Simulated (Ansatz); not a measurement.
Band structure of Al2Pt (Fm-3m, 3 atoms in the cell).

```
CELL_PARAMETERS angstrom
      0.00000     2.91142     2.91142
      2.91142     0.00000     2.91142
      2.91142     2.91142     0.00000
ATOMIC_POSITIONS crystal
  Al 0.25000 0.25000 0.25000
  Al 0.75000 0.75000 0.75000
  Pt 0.00000 0.00000 0.00000
```

Computed with PBE, PAW files (plane waves; Ansatz, an electronic-structure program).

Settings: kpoints.mp_grid.grid = 13 13 13; hamiltonian.xc = pbe; hamiltonian.pseudopotentials = {kind: paw} (an earlier, softer set of the program's PAW files); scf.occupations.method = gaussian; scf.occupations.width = 0.0073 Ry; kpoints.band_path.npoints = 8.

The starting cell comes from a database of computed structures (which also holds hypothetical and non-ambient phases and stackings), without a prior relaxation at this level. Its lattice was rescaled by a random factor within 2.5 % of one. Spin-orbit coupling is off. Spin polarisation is off.

Levels in eV from the Fermi level, bands 10 to 15:
```
point     10     11     12     13    14    15
-----  -----  -----  -----  -----  ----  ----
Γ      -3.92   3.30   3.82   3.82  3.82  5.65
X      -3.58  -3.38  -1.70  -1.70  3.42  3.44
W      -3.43  -2.90  -2.90  -0.93  5.38  5.38
K      -3.85  -3.18  -2.09  -0.66  3.46  5.54
L      -3.67  -3.67   1.00   1.00  3.84  5.32
U      -3.85  -3.18  -2.09  -0.66  3.46  5.54
```

Bands cross the Fermi level along this path, so the cell is metallic at this level.

Keys are those of Ansatz 0.2.
